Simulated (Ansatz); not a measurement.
Start from Re in the hcp (Mg type) structure (space group P6_3/mmc, No. 194).

```
Re
1.0
    2.75083     0.00000     0.00000
   -1.37541     2.38229     0.00000
    0.00000     0.00000     4.44144
Re
2
Cartesian
  1.37541   0.79410   3.33108
  0.00000   1.58819   1.11036
```

All numbers come from Ansatz (an electronic-structure program), PBEsol, PAW, cutoff 420 eV, scalar-relativistic without spin-orbit coupling.

For the base:

| Quantity | Result |
|---|---|
| Density | 21.25 g/cm³ |
| Shortest interatomic distance | 2.730 Å |
| c/a ratio | 1.615 |

One thing is altered: cell and atoms relaxed at a pressure of 4.5 GPa.

Problem. Estimate the effect on the density, shortest interatomic distance and c/a ratio.

Solution. The density grows by 0.24 g/cm³, from 21.25 g/cm³ to 21.49 g/cm³; the shortest interatomic distance falls by 0.010 Å, from 2.730 Å to 2.720 Å; the c/a ratio remains 1.615.

Load acts through the strain it causes; cell and atoms are relaxed under it. Stability against distortions was not tested. All final runs are without spin polarisation.
